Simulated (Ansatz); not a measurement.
NbC with two functionals

Start from NbC in the rock salt structure (space group Fm-3m, No. 225; a = 4.485 Å).

(Cell as relaxed with PBE.)

Levels (all Ansatz, a program for electronic structure, PAW): PBE (420 eV, without spin-orbit coupling); PBEsol (420 eV, no SOC).

Each level relaxes its own structure.

```csv
quantity,PBE,PBEsol
volume per atom,11.28 Å³,11.01 Å³
lattice parameter a,4.485 Å,4.450 Å
band gap,zero,zero
```

PBE's volume per atom lies 0.264 Å³ above PBEsol's (2.4 %); PBE's lattice parameter a lies 0.035 Å above PBEsol's (0.8 %); the two agree on the band gap. Neither level is exact; PBEsol is the comparison here, not a measurement.

No phonon test of stability was made. All final runs are without spin polarisation. An odd electron count without spin: NbC.
